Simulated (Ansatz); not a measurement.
Consider Zr vacancy in rock-salt ZrN, neutral cell. Level of theory: PBE, PAW (plane waves to 420 eV; Ansatz, a first-principles code).

Cell of 64 host sites held at the relaxed PBE lattice; a 3×3×3 k-point mesh shifted by half a step; Fermi-Dirac width 0.10 eV, spin-restricted; finite-size errors left in. Static, classical nuclei. Forms of the defect that were not tried may lie lower.

Barriers: single points on a 4×4×4 k-point mesh shifted by half a step at the bands' geometries.

Relaxed starting cell (atoms counted from 1):

```
CELL_PARAMETERS angstrom
      9.18939     0.00000     0.00000
      0.00000     9.18939     0.00000
      0.00000     0.00000     9.18939
ATOMIC_POSITIONS crystal
  Zr 0.99988 0.99996 0.50030
  Zr 0.00001 0.50007 0.00039
  Zr 0.99994 0.50013 0.50029
  Zr 0.49996 0.00022 0.00027
  Zr 0.50006 0.00008 0.50029
  Zr 0.49996 0.50003 0.00030
  Zr 0.49996 0.50008 0.50032
  N  0.25503 0.00016 0.00036
  N  0.24883 0.00006 0.50032
  N  0.24882 0.50021 0.00031
  N  0.24966 0.50009 0.50031
  N  0.74490 0.00006 0.00034
  N  0.75112 0.00007 0.50028
  N  0.75106 0.50016 0.00034
  N  0.75025 0.50010 0.50029
  Zr 0.99997 0.24467 0.24483
  Zr 0.99997 0.24452 0.75598
  Zr 0.00001 0.75542 0.24493
  Zr 0.00003 0.75558 0.75578
  Zr 0.49997 0.24863 0.24885
  Zr 0.49995 0.24861 0.75176
  Zr 0.49994 0.75158 0.24874
  Zr 0.49994 0.75162 0.75184
  N  0.24952 0.24967 0.24992
  N  0.24953 0.24969 0.75074
  N  0.24957 0.75057 0.24988
  N  0.24958 0.75056 0.75079
  N  0.75043 0.24969 0.24993
  N  0.75044 0.24968 0.75073
  N  0.75043 0.75058 0.24985
  N  0.75043 0.75052 0.75073
  Zr 0.24446 0.00012 0.24485
  Zr 0.24448 0.00011 0.75589
  Zr 0.24847 0.50008 0.24883
  Zr 0.24839 0.50009 0.75180
  Zr 0.75545 0.00011 0.24478
  Zr 0.75542 0.00010 0.75582
  Zr 0.75144 0.50013 0.24877
  Zr 0.75149 0.50015 0.75187
  N  0.00006 0.00013 0.25542
  N  0.99997 0.00013 0.74526
  N  0.99997 0.49993 0.24916
  N  0.99993 0.50003 0.75143
  N  0.49993 0.00014 0.24914
  N  0.49991 0.00009 0.75143
  N  0.49995 0.50008 0.25000
  N  0.49997 0.50007 0.75058
  Zr 0.24459 0.24474 0.00037
  Zr 0.24839 0.24855 0.50030
  Zr 0.24441 0.75562 0.00033
  Zr 0.24848 0.75159 0.50033
  Zr 0.75538 0.24465 0.00033
  Zr 0.75154 0.24861 0.50031
  Zr 0.75556 0.75556 0.00032
  Zr 0.75146 0.75157 0.50032
  N  0.99996 0.25513 0.00043
  N  0.99998 0.24896 0.50035
  N  0.00002 0.74503 0.00020
  N  0.99998 0.75120 0.50036
  N  0.49994 0.24899 0.00034
  N  0.49995 0.24978 0.50032
  N  0.49995 0.75124 0.00026
  N  0.49998 0.75040 0.50032
```

End state 1 differs by these moves (Å; atoms that move under 0.08 Å are left out):

```csv
atom,element,Δx,Δy,Δz
16,Zr,0.00,-2.20,-2.19
```

Give the forward and backward barriers to end state 1 at the level PBE, PAW.

forward 4.32 eV, backward 4.32 eV; at the saddle point atom 16 has neighbours 2 N at 2.01, 2 N at 2.31 Å. The saddle point's order was not checked, and it lies on a symmetry element of the cell, where a band can be held.
